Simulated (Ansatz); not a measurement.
The starting structures come from a database of crystals and need not be the phases stable at ambient conditions.

 Where the default PAW files enter, the runs use the earlier of Ansatz's two default sets.

The decay constant κ of evanescent states in the gap governs leakage through a thin film.

```yaml
crystal:
  lattice:
    - [5.00668, 0.00000, 0.00000]
    - [0.00000, 5.26417, 0.00000]
    - [0.00000, 0.00000, 11.81458]
  atoms:
    - { symbol: V, position: [0.00000, 0.75000, 0.60578] }
    - { symbol: V, position: [0.00000, 0.25000, 0.39422] }
    - { symbol: V, position: [0.50000, 0.25000, 0.89422] }
    - { symbol: V, position: [0.50000, 0.75000, 0.10578] }
    - { symbol: Bi, position: [0.00000, 0.75000, 0.88415] }
    - { symbol: Bi, position: [0.00000, 0.25000, 0.11585] }
    - { symbol: Bi, position: [0.50000, 0.25000, 0.61585] }
    - { symbol: Bi, position: [0.50000, 0.75000, 0.38415] }
    - { symbol: O, position: [0.75592, 0.08114, 0.96608] }
    - { symbol: O, position: [0.24408, 0.91886, 0.03392] }
    - { symbol: O, position: [0.74408, 0.58114, 0.53392] }
    - { symbol: O, position: [0.25592, 0.41886, 0.46608] }
    - { symbol: O, position: [0.25592, 0.91886, 0.53392] }
    - { symbol: O, position: [0.74408, 0.08114, 0.46608] }
    - { symbol: O, position: [0.24408, 0.41886, 0.96608] }
    - { symbol: O, position: [0.75592, 0.58114, 0.03392] }
    - { symbol: O, position: [0.35065, 0.04391, 0.80634] }
    - { symbol: O, position: [0.64935, 0.95609, 0.19366] }
    - { symbol: O, position: [0.14935, 0.54391, 0.69366] }
    - { symbol: O, position: [0.85065, 0.45609, 0.30634] }
    - { symbol: O, position: [0.85065, 0.95609, 0.69366] }
    - { symbol: O, position: [0.14935, 0.04391, 0.30634] }
    - { symbol: O, position: [0.64935, 0.45609, 0.80634] }
    - { symbol: O, position: [0.35065, 0.54391, 0.19366] }
```

Space group of this cell: Pbcn. The cell is strained (all lengths scaled by 0.98); by r2SCAN its mean pressure is 2.5 GPa.

Transport runs along the normal of the first two printed cell vectors.

The gap is the functional's own. No spin-orbit coupling. Mid-gap values are interpolated on the energy grid.

### Question
State the band gap and the smallest decay constant κ at mid-gap according to r2SCAN in Ansatz (a first-principles code).

### Answer
Gap 2.74 eV on a 6×6×4 mesh; κ = 0.413 1/Å, at (0.000, 0.500) of the in-plane reciprocal vectors. At the zone centre, at the nearest computed energy, the slowest state has κ = 0.42 1/Å.
